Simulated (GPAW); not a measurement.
Worked example: self-consistent single point of Fe3Ge (Fm-3m, 4 atoms in the cell) in GPAW.

Method of the run: PBEsol, GPAW PAW datasets PBEsol (made by gpaw-setup) (plane waves; GPAW).

The change in words: lattice scaled by 0.98. Reference geometry:
```
Fe3Ge
1.0
    0.00000     2.85373     2.85373
    2.85373     0.00000     2.85373
    2.85373     2.85373     0.00000
Fe Ge
3 1
Direct
  0.50000   0.50000   0.50000
  0.25000   0.25000   0.25000
  0.75000   0.75000   0.75000
  0.00000   0.00000   0.00000
```
Moments meant for the start (each program seeds them in its own way; μB, in the order of the atoms Fe Fe Fe Ge): 4.0 4.0 4.0 0.0.

Reference input (self-consistent single point, DFT PBEsol, plane waves, GPAW PAW datasets PBEsol (made by gpaw-setup)): spinpol = true; mode = pw; ecut = 800 eV; xc = PBEsol; kpts = 7 7 7; mesh shift (steps) = 0 0 0; occupations.name = methfessel-paxton; occupations.width = 0.136 eV; occupations.order = 0; nbands = -8; convergence.density = 1e-05 e/electron; convergence.energy = 1e-05 eV/electron. This run's input differs from it in these lines:

```diff
@@ -5,5 +5,5 @@
 atoms = Atoms(['Fe', 'Fe', 'Fe', 'Ge'],
-              cell=[[0.000000, 2.853731, 2.853731],
-                    [2.853731, 0.000000, 2.853731],
-                    [2.853731, 2.853731, 0.000000]],
+              cell=[[0.000000, 2.796656, 2.796656],
+                    [2.796656, 0.000000, 2.796656],
+                    [2.796656, 2.796656, 0.000000]],
               scaled_positions=[[0.500000, 0.500000, 0.500000],
```

Output (repeated stretches shortened):

```
     iter     time        total  log10-change:  magmom
                         energy   eigst   dens
iter:   1 --:--:--   -32.628794                   +12.0213
iter:   2 --:--:--   -34.096470   -0.89  -1.39    +8.8158
iter:   3 --:--:--   -34.608504   -1.79  -1.39    +5.8591
iter:   4 --:--:--   -34.929494   -1.78  -1.39    +5.5356
iter:   5 --:--:--   -35.382943   -1.98  -1.42    +5.5318
   [... 21 lines left out ...]
iter:  27 --:--:--   -34.646442   -4.80  -3.54    +5.0676
iter:  28 --:--:--   -34.646225   -3.79  -3.22    +4.9515
iter:  29 --:--:--   -34.647178   -5.28  -3.06    +4.9893
   [... lines left out ...]
iter:  62 --:--:--   -34.647358c  -6.95  -4.21    +5.0135
iter:  63 --:--:--   -34.647380c  -7.53c -4.10    +5.0150
iter:  64 --:--:--   -34.647436c  -5.92  -3.85    +5.0262
iter:  65 --:--:--   -34.647394c  -6.25  -3.61    +5.0169
iter:  66 --:--:--   -34.647392c  -7.96c -3.81    +5.0168
iter:  67 --:--:--   -34.647390c  -8.86c -3.84    +5.0169
iter:  68 --:--:--   -34.647393c  -8.77c -3.87    +5.0169
iter:  69 --:--:--   -34.647398c  -8.25c -3.83    +5.0169
iter:  70 --:--:--   -34.647376c  -6.61  -3.77    +5.0169
iter:  71 --:--:--   -34.647375c  -7.83c -4.61    +5.0169
iter:  72 --:--:--   -34.647374c  -9.30c -5.09c   +5.0168
Converged after 72 iterations.

Dipole moment: (0.000000, 0.000000, 0.000000) |e|*Ang

Total magnetic moment: (0.000000, 0.000000, 5.016802)
Local magnetic moments:
   0 Fe ( 0.000000,  0.000000,  2.485993)
   1 Fe ( 0.000000,  0.000000,  1.297569)
   2 Fe ( 0.000000,  0.000000,  1.297569)
   3 Ge ( 0.000000,  0.000000, -0.026905)

Energy contributions relative to reference atoms: (reference = -160817.208739)

Kinetic:        +55.258655
Potential:      -44.384261
External:        +0.000000
XC:             -45.794626
Entropy (-ST):   -0.021455
Local:           +0.283586
SIC:             +0.000000
--------------------------
Free energy:    -34.658102
Extrapolated:   -34.647374

Spin contamination: 0.151038 electrons
Showing only first 2 kpts
                      Up                     Down
   [... lines left out ...]
Fermi level: 12.00000
No gap
   [... lines left out ...]
Energy (eV): -34.647374

Forces in eV/Ang:
  0 Fe   -0.00000    0.00000    0.00000
  1 Fe   -0.00000   -0.00000   -0.00000
  2 Fe   -0.00000    0.00000    0.00000
  3 Ge   -0.00000    0.00000    0.00000

Stress tensor:
    -0.046197     0.000000     0.000000
     0.000000    -0.046197     0.000000
     0.000000     0.000000    -0.046197
Stress (GPa, Voigt): [-7.4016 -7.4016 -7.4016  0.      0.      0.    ]
```

The run converged in 72 iterations. GPAW prints stress with tension positive. Against the reference run the free energy goes up by 3.1 meV/atom, the pressure goes from -6.18 to 7.40 GPa and the size of the net moment goes from 1.33 to 1.25 μB/atom.

The starting cell comes from a database of computed structures (which also holds hypothetical and non-ambient phases and stackings), without a prior relaxation at this level. Its lattice was rescaled by a random factor within 2.5 % of one. For this run, on top of that: lattice scaled by 0.98. The magnetic order is the one reached from the typed start; others were not searched systematically. With a pressure of about 7 GPa the cell is away from its equilibrium volume at this level.

Cost on one core of a shared machine: roughly 7 min.
